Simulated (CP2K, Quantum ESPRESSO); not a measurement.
A CP2K input for a self-consistent single point of a sheet of PbO (4 atoms in the cell) (DFT PBE, GPW, DZVP-MOLOPT-SR-GTH basis, GTH-PBE potentials (GTH_POTENTIALS)):

```
&GLOBAL
  PROJECT scf
  RUN_TYPE ENERGY_FORCE
  PRINT_LEVEL LOW
&END GLOBAL
&FORCE_EVAL
  METHOD Quickstep
  STRESS_TENSOR ANALYTICAL
  &DFT
    BASIS_SET_FILE_NAME BASIS_MOLOPT
    POTENTIAL_FILE_NAME GTH_POTENTIALS
    &QS
      METHOD GPW
      EPS_DEFAULT 1E-10
    &END QS
    &MGRID
      CUTOFF 450
      REL_CUTOFF 50
      NGRIDS 5
    &END MGRID
    &SCF
      SCF_GUESS ATOMIC
      EPS_SCF 1E-7
      MAX_SCF 100
      ADDED_MOS 5
      &DIAGONALIZATION
        ALGORITHM STANDARD
      &END DIAGONALIZATION
      &MIXING
        METHOD BROYDEN_MIXING
        ALPHA 0.3
        NBUFFER 8
        BETA 1
      &END MIXING
      &SMEAR ON
        METHOD GAUSSIAN
        SIGMA [eV] 0.1
      &END SMEAR
    &END SCF
    &KPOINTS
      SCHEME MONKHORST-PACK 6 6 1
      GAMMA_CENTERED T
    &END KPOINTS
    &XC
      &XC_FUNCTIONAL PBE
      &END XC_FUNCTIONAL
    &END XC
    &PRINT
      &MO
        EIGENVALUES T
        OCCUPATION_NUMBERS T
        NDIGITS 8
        FILENAME mo
        &EACH
          QS_SCF 0
        &END EACH
        ADD_LAST NUMERIC
      &END MO
      &MULLIKEN OFF
      &END MULLIKEN
    &END PRINT
  &END DFT
  &SUBSYS
    &CELL
      ABC 3.91851200 3.91851200 16.36593400
      ALPHA_BETA_GAMMA 90.00000000 90.00000000 90.00000000
      PERIODIC XYZ
    &END CELL
    &COORD
      SCALED
      Pb       0.50000000     0.00000000     0.57228200
      Pb       0.00000000     0.50000000     0.42771800
      O        0.00000000     0.00000000     0.50000000
      O        0.50000000     0.50000000     0.50000000
    &END COORD
    &KIND Pb
      BASIS_SET DZVP-MOLOPT-SR-GTH
      POTENTIAL GTH-PBE-q4
    &END KIND
    &KIND O
      BASIS_SET DZVP-MOLOPT-SR-GTH
      POTENTIAL GTH-PBE-q6
    &END KIND
  &END SUBSYS
  &PRINT
    &FORCES ON
    &END FORCES
    &STRESS_TENSOR ON
    &END STRESS_TENSOR
  &END PRINT
&END FORCE_EVAL
```

Question: Write the same calculation as an input for Quantum ESPRESSO.

Answer: One input that does it (others would too):

```fortran
&CONTROL
  calculation = 'scf'
  outdir = './work'
  pseudo_dir = './'
  tprnfor = .true.
  tstress = .true.
/
&SYSTEM
  ibrav = 6
  celldm(1) = 7.404914496
  celldm(3) = 4.17656855459
  nat = 4
  ntyp = 2
  ecutwfc = 85
  occupations = 'smearing'
  smearing = 'gaussian'
  degauss = 0.0073499
/
&ELECTRONS
  conv_thr = 1.0d-9
  mixing_beta = 0.3
/
ATOMIC_SPECIES
Pb   207.2000  Pb.upf
O     15.9990  O.upf
ATOMIC_POSITIONS {crystal}
Pb    0.500000000    0.000000000    0.572282000
Pb    0.000000000    0.500000000    0.427718000
O     0.000000000    0.000000000    0.500000000
O     0.500000000    0.500000000    0.500000000
K_POINTS {automatic}
6 6 1  0 0 0
```

Basis, cutoffs, solver keys and any potentials are the target program's own. This input uses DFT, PBE, plane waves, PseudoDojo standard norm-conserving (PBE) pseudopotentials.

The starting cell was generated: these elements placed on a structure prototype, without a prior relaxation; it need not be a known phase or ordering of this composition. Its lattice was rescaled in the plane by a random factor within 2.5 % of one.
